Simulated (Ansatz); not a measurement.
Data:

```xyz
12
Lattice="5.8884 -3.4004 0.0000 5.8884 3.4004 0.0000 -3.8729 0.0000 6.3951" Properties=species:S:1:pos:R:3 pbc="T T T"
Zn     1.0687     0.5563     6.3401
Cd     6.8753    -2.7992     0.0413
Zn     8.8054     0.5415     0.0328
Zn     3.0051    -0.5563     3.1425
Cd     4.9388     2.7992     3.2388
Zn     6.8689    -0.5415     3.2303
S      1.1494     0.6301     3.9813
S      2.8534    -2.7441     3.9163
S      4.9155     0.4162     4.0781
S      3.0859    -0.6301     0.7837
S      4.7898     2.7441     0.7187
S      6.8519    -0.4162     0.8805
```

No spin polarisation.

The values are results of r2SCAN (Ansatz, a first-principles code, PAW, no spin-orbit coupling), not measurements. Settings: 6×6×5 k-points, 0.05 eV Fermi–Dirac smearing.

What band gap does the calculation give?

2.27 eV.

Predict the valence-band top at Γ (three highest levels, from the VBM).

0.00, 0.00, -0.07 eV.

Predict the gap character (in this cell's own zone, which can be folded).

Direct at Γ.

Each cell is one ordered arrangement of few atoms, which overstates ordering effects compared with a random alloy. No phonon test of stability was made. The cell was made from ZnS by this change: x(Cd) = 0.333, 12 atoms, Cc.
